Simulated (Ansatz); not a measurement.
SiSe₂ (Ibam), PBEsol+D3BJ, rigid bands (Ansatz, a quantum-chemistry and plane-wave program): N_c = 8.61e18 cm⁻³ at 300 K and an electron conductivity mass of 0.501 mₑ along x (a = (-2.93, 4.38, 2.89) Å; b = (2.93, -4.38, 2.89) Å; c = (2.93, 4.38, -2.89) Å).

Problem. For 1e16 electrons per cm³ at 300 K, place the Fermi level, estimate the Seebeck coefficient of a parabolic band with constant τ, and give mobility and conductivity for τ = 5 fs.

Solution. The level lies k_BT ln(N_c/n) = 0.175 eV below the conduction-band minimum. S ≈ −(k_B/e)[ln(N_c/n) + 5/2] = -798 μV/K, against -795 μV/K from the full bands (mean over directions). μ = eτ/m = 17.6 cm²/(V·s) and σ = neμ = 0.0281 S/cm. τ is assumed, not computed.

Band transport and this doping are assumed; polarons and phonon drag are left out. Spin-orbit coupling is left out. Geometry: cell and atoms relaxed with PBEsol+D3(BJ).

Formula and space group known from diffraction (Crystallography Open Database), not checked to be the room-temperature form: SiSe2 (Ibam). PBEsol with a dispersion correction tends to overbind, so the cell can be several per cent short, in bad cases over ten, which usually narrows a gap: SiSe2 (Ibam).
